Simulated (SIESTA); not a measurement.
```xyz
7
Lattice="4.9845 -1.4893 0.0000 4.9845 1.4893 0.0000 -1.0829 0.0000 4.8814" Properties=species:S:1:pos:R:3 pbc="T T T"
Mg     5.0530    -0.0578     0.0134
Co     6.5813     0.0049     3.5938
Co     2.2242     0.0205     1.2304
O      8.4862     0.0636     0.4485
O      0.3132     0.0008     4.4793
O      2.8175     0.0522     3.0724
O      6.1677    -0.0841     1.8066
```
Moments meant for the start (each program seeds them in its own way; μB, in the order of the atoms Mg Co Co O O O O): 0.0 3.0 3.0 0.0 0.0 0.0 0.0.

Method: LDA PW92, numerical atomic orbitals DZP, PseudoDojo LDA standard norm-conserving potentials (rewritten from UPF to PSML) (SIESTA).

The set-up and first iterations of a SIESTA log for MgCo2O4 (P1, 7 atoms in the cell):

```
reinit: Reading from file input.fdf

reinit: System Name: Mg(CoO2)2
reinit: System Label: mg(coo2)2

NOTE on units for spin output:
{S} is the spin magnetic moment, in units of the Bohr magneton,
assuming a g-factor for the electron spin of exactly 2.
The spin magnetic moment is then numerically equal to the charge inbalance,
in units of electrons, between the spin-up and -down channels.

coor:   Atomic-coordinates input format  =     Cartesian coordinates
coor:                                          (in Angstroms)

siesta: Atomic coordinates (Bohr) and species
siesta:      9.54880  -0.10930   0.02524  1        1
siesta:     12.43694   0.00919   6.79137  2        2
siesta:      4.20318   0.03868   2.32505  2        3
siesta:     16.03656   0.12023   0.84748  3        4
siesta:      0.59182   0.00156   8.46459  3        5
siesta:      5.32430   0.09860   5.80596  3        6
siesta:     11.65530  -0.15896   3.41393  3        7

   [... lines left out ...]
diag: Parallel block-size                           = 64
diag: Parallel distribution                         =     1 x     1
diag: Used triangular part                          = Lower
diag: Absolute tolerance                            =  0.100E-15
diag: Orthogonalization factor                      =  0.100E-05
diag: Memory factor                                 =  1.0000

superc: Internal auxiliary supercell:     5 x     5 x     5  =     125
superc: Number of atoms, orbitals, and projectors:    875  12375  12000

                        Single-point calculation

superc: Internal auxiliary supercell:     5 x     5 x     5  =     125
superc: Number of atoms, orbitals, and projectors:    875  12375  12000

outcell: Unit cell vectors (Ang):
        4.984550   -1.489310    0.000000
        4.984550    1.489310    0.000000
       -1.082899    0.000000    4.881417

outcell: Cell vector modules (Ang)   :    5.202286    5.202286    5.000090
outcell: Cell angles (23,13,12) (deg):    101.9765    101.9765     33.2707
outcell: Cell volume (Ang**3)        :     72.4748
new_DM -- step:     1
Initializing Density Matrix...

Attempting to read DM from file... Failed...
initDM: WARNING: atom 1 has a closed-shell and cannot be polarized
DM filled with atomic data (user-defined):

InitMesh: MESH = 60 x 60 x 96 = 345600
InitMesh: Mesh cutoff (required, used) =   350.000   420.162 Ry

stepf: Fermi-Dirac step function
        iscf     Eharris(eV)        E_KS(eV)     FreeEng(eV)     dDmax    Ef(eV) dHmax(eV)
   scf:    1   -11608.130859   -11687.242476   -11687.249969  0.659209 -1.605393 27.707541
     spin moment: {S} , |S| = {        0.0        0.0    7.90137 }     7.90137
   scf:    2   -11725.981291   -11708.537810   -11708.544025  0.255431 -3.208586 17.398255
     spin moment: {S} , |S| = {        0.0        0.0    6.95734 }     6.95734
   scf:    3   -11669.489282   -11711.016939   -11711.030023  0.436000 -5.519343 18.568591
     spin moment: {S} , |S| = {        0.0        0.0    2.46596 }     2.46596
   scf:    4   -11724.514637   -11718.682792   -11718.695262  0.112529 -5.296020 11.780113
     spin moment: {S} , |S| = {        0.0        0.0    3.39881 }     3.39881
   scf:    5   -11718.780490   -11718.866484   -11718.879370  0.051772 -5.314053  9.505929
     spin moment: {S} , |S| = {        0.0        0.0    3.30754 }     3.30754
   scf:    6   -11714.773489   -11720.823419   -11720.833475  0.205358 -4.655251  9.251106
     spin moment: {S} , |S| = {        0.0        0.0    4.54938 }     4.54938
   scf:    7   -11692.587181   -11715.182435   -11715.189210  0.321250 -4.796742 14.138388
     spin moment: {S} , |S| = {        0.0        0.0    4.08848 }     4.08848
   scf:    8   -11723.596279   -11719.995728   -11720.005607  0.189944 -4.987096 10.444668
     spin moment: {S} , |S| = {        0.0        0.0    3.62810 }     3.62810
   [... lines left out ...]
```

Will this run converge, and how will it end?

The run converged in 90 iterations. Convergence of the loop says nothing yet on basis, mesh or lower states. Warnings to mind: initDM: WARNING: atom 1 has a closed-shell and cannot be polarized. It ends on: free energy E − TS -11723.8929 eV; top of the valence band (on the code's own zero) -4.94 eV; gap on the k-point mesh 0.34 eV; pressure -20.73 GPa; largest force (vector length) 2.325 eV/Å; size of the cell's spin moment 0.00 μB. The log goes on:

```
   scf:   61   -11723.825523   -11723.857115   -11723.857144  0.009021 -4.790471  0.975924
     spin moment: {S} , |S| = {        0.0        0.0    0.00018 }     0.00018
   [... lines left out ...]
   scf:   87   -11723.892904   -11723.892904   -11723.892914  0.000015 -4.779291  0.000065
     spin moment: {S} , |S| = {        0.0        0.0    0.00000 }     0.00000
   scf:   88   -11723.892904   -11723.892904   -11723.892914  0.000018 -4.779291  0.000061
     spin moment: {S} , |S| = {        0.0        0.0    0.00000 }     0.00000
   scf:   89   -11723.892904   -11723.892904   -11723.892914  0.000017 -4.779291  0.000038
     spin moment: {S} , |S| = {        0.0        0.0    0.00000 }     0.00000
   scf:   90   -11723.892904   -11723.892904   -11723.892914  0.000008 -4.779291  0.000038
     spin moment: {S} , |S| = {        0.0        0.0    0.00000 }     0.00000
SCF Convergence by DM+H criterion
max |DM_out - DM_in|         :     0.0000078940
max |H_out - H_in|      (eV) :     0.0000379506
SCF cycle converged after 90 iterations

Using DM_out to compute the final energy and forces

siesta: E_KS(eV) =           -11723.8929

siesta: E_KS - E_eggbox =    -11723.8929

siesta: Atomic forces (eV/Ang):
     1   -1.164343    0.486449   -0.077799
     2    1.786478    0.068372    0.507016
     3    1.800121   -0.815640    1.225325
     4   -1.170701   -0.243439   -0.202911
     5    1.016569   -0.274212   -1.135283
     6   -1.792301   -0.309779    0.367708
     7   -0.473077    1.090245   -0.676039
   Tot    0.002745    0.001996    0.008017
   Max    1.800121
   Res    0.967081    sqrt( Sum f_i^2 / 3N )
   Max    1.800121    constrained

Stress tensor Voigt[x,y,z,yz,xz,xy] (kbar):      192.11      272.27      157.52        2.18      -55.91       32.02
(Free)E + p*V (eV/cell)   -11733.2702
   [... lines left out ...]
siesta: FreeEng =    -11723.892914
siesta: Cell volume =         72.474790 Ang**3
siesta:        -207.30009838       -134.77145851  kBar
   [... lines left out ...]

mulliken: Qtot =       34.000

Mulliken Atomic Populations:
Atom #   charge [q] valence [e]      Sz [e]  Species
     1     0.908421    9.091579   -0.000001  Mg
     2     0.615911   16.384089    0.000041  Co
     3     0.657619   16.342381   -0.000065  Co
     4    -0.565836    6.565836    0.000004  O
     5    -0.665022    6.665022    0.000006  O
     6    -0.441828    6.441828    0.000005  O
     7    -0.509266    6.509266    0.000011  O
 Total     0.000000                0.000000
```

For comparison: a first run was changed to give this one (atoms moved at random), and from it to this one the free energy goes up by 29.3 meV/atom, the pressure goes from -25.66 to -20.73 GPa, the largest force goes from 1.598 to 2.325 eV/Å and the gap on the mesh goes from 0.473 to 0.337 eV.

The starting cell comes from a database of computed structures (which also holds hypothetical and non-ambient phases and stackings), without a prior relaxation at this level. For this run, on top of that: atoms moved at random. The starting moments vanished: the run ended non-magnetic, which need not be the lowest state. Values carry the incompleteness of an atom-centred basis. With a pressure of about -21 GPa the cell is away from its equilibrium volume at this level. Forces in this geometry exceed 1 eV/Å.

The run was DFT, LDA PW92, numerical atomic orbitals DZP, PseudoDojo LDA standard norm-conserving potentials (rewritten from UPF to PSML). Main settings of its input:

- XC.functional: LDA
- XC.authors: PW92
- potentials: PseudoDojo LDA standard
- PAO.BasisSize: DZP
- PAO.EnergyShift: 0.01 Ry
- MeshCutoff: 350 Ry
- kgrid.MonkhorstPack: 5 5 3
- OccupationFunction: FD
- ElectronicTemperature: 0.02 eV
- Spin: polarized
- DM.InitSpin: [1 +0.00, 2 +3.00, 3 +3.00, 4 +0.00, 5 +0.00, 6 +0.00, 7 +0.00]
- MaxSCFIterations: 150
